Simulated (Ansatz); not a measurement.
Base system: K in the bcc (W type) structure (space group Im-3m, No. 229; a = 5.344 Å).

Computed with DFT with r2SCAN, PAW potentials and a 500 eV plane-wave cutoff in Ansatz (a program for electronic structure), spin-orbit coupling left out.

Base values:

The lattice parameter a comes out as 5.344 Å.

Modification: full substitution K → Li; the structure is relaxed again.

Tabulated Pauling electronegativity and covalent radius: K 0.82, 2.03 Å; Li 0.98, 1.28 Å.

**Question.** Predict the new lattice parameter a.

**Answer.** The lattice parameter a decreases by 1.867 Å to 3.477 Å.

Stability against distortions was not tested.
